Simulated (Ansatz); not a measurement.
System: SiRh (P2₁/c, No. 14, 8 atoms in the cell; start mp-2287). Method: PBEsol (plane waves, PAW; Ansatz, a quantum-chemistry and plane-wave program).

Settings: plane-wave cutoff 520 eV, 14×12×12 k mesh (along the axes of the cell as run), Fermi–Dirac smearing 0.05 eV, no spin polarisation, scalar-relativistic PAW data made under PBE.

Cell (relaxed at this level):

```
RhSi
1.0
    4.57104     0.00000    -0.03882
    0.00000     4.57096     0.00000
   -2.39205     0.00000     4.98736
Si Rh
4 4
Direct
  0.79157   0.64803   0.06546
  0.20843   0.35197   0.93454
  0.20843   0.14803   0.43454
  0.79157   0.85197   0.56546
  0.30047   0.64587   0.61382
  0.69953   0.35413   0.38618
  0.69953   0.14587   0.88618
  0.30047   0.85413   0.11382
```

Q: Predict the bulk modulus B0.

A: 
bulk modulus B0: 188 GPa

The run finds no gap.

Note: the bulk modulus is −V dP/dV from two relaxed cells at ±2 % in volume; the relaxation could not lower the start's symmetry, so the cell can be a saddle point above a distorted one.

Static lattice: no zero-point or thermal effects.

Cost on a shared machine: roughly 13 core-minutes.

A start named mp-… is a Materials Project structure, which need not be a measured phase.
